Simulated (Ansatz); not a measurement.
Consider the following.

End structure of a constructed model of the (110) surface of bcc Nb, a pseudomorphic layer of Ti in the host's stacking (bottom of the slab: a bare face, its two planes held):

```yaml
crystal:
  lattice:
    - [2.86732, 0.00000, 0.00000]
    - [-0.95577, 2.70334, 0.00000]
    - [0.00000, 0.00000, 31.00000]
  atoms:
    - { symbol: Nb, position: [0.50000, 0.50000, 0.26404] }
    - { symbol: Nb, position: [0.00000, 0.00000, 0.33956] }
    - { symbol: Nb, position: [0.50000, 0.50000, 0.41510] }
    - { symbol: Nb, position: [0.00000, 0.00000, 0.49050] }
    - { symbol: Nb, position: [0.50000, 0.50000, 0.56621] }
    - { symbol: Nb, position: [0.00000, 0.00000, 0.64204] }
    - { symbol: Ti, position: [0.50000, 0.50000, 0.71114] }
```

Model: 7-atom slab, 14.6 Å thick at the start, 14x14x1 mesh, Fermi-Dirac 0.1 eV, dipole correction, 2 atoms held, the rest relaxed; symmetry of the start imposed; no spin, no spin-orbit, no U. It is one candidate, not shown to be the stable structure of the face.

What is the computed work function of the top face (PBE in Ansatz, a quantum-chemistry and plane-wave program)?

4.19 eV
